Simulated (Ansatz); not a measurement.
## Hf2N2O (C2/m, No. 12, 15 atoms in the cell; start mp-755314)

These are r²SCAN+rVV10 (Ansatz, a quantum-chemistry and plane-wave program, plane waves, PAW) values and carry that method's errors.

Settings: plane-wave cutoff 560 eV, 10×10×4 k mesh (along the axes of the cell as run), Fermi–Dirac smearing 0.01 eV, scalar-relativistic PAW data made under PBE.

Cell (relaxed at this level):

Hf$_{2}$N$_{2}$O is modelled in the monoclinic space group C2/m (No. 12), Pearson symbol mS30. Conventional cell: a = 13.5901 Å, b = 3.2436 Å, c = 8.1381 Å, α = γ = 90.00°, β = 100.32°. Hf1 on 4i sees 4 N at 2.047–2.138 Å and 2 O at 2.341 Å (octahedral). Hf2 on 4i sees 1 N at 2.118 Å and 3 N at 2.234–2.321 Å and 2 O at 2.174 Å and 1 O at 2.410 Å. Hf3 on 4i has 3 N at 2.092–2.108 Å and 2 N at 2.340 Å and 1 O at 2.211 Å and 1 O at 2.672 Å. N1 on 4i is surrounded by 3 Hf at 2.047–2.118 Å and 1 Hf at 2.321 Å (tetrahedral). N2 on 4i sees 4 Hf at 2.092–2.108 Å (tetrahedral). N3 on 4i is surrounded by 5 Hf at 2.138–2.340 Å. O1 on 4i is coordinated by 3 Hf at 2.174–2.211 Å and 1 Hf at 2.410 Å. O2 on 2b sees 4 Hf at 2.341 Å and 2 Hf at 2.672 Å (octahedral). (Neighbours: up to the widest gap in distance over summed covalent radii, below 1.35, at either atom; cation-cation and far metal-metal contacts left out.)
(The calculation used a cell of 15 atoms; values per cell refer to that cell.)

```yaml
band_gap: 2.37 eV (on the SCF k mesh)
direct gap at Γ: 2.74 eV
```

Note: the relaxation could not lower the start's symmetry, so the cell can be a saddle point above a distorted one.

Spin–orbit coupling is not included.

Computed values are for the static lattice.

A start named mp-… is a Materials Project structure, which need not be a measured phase.
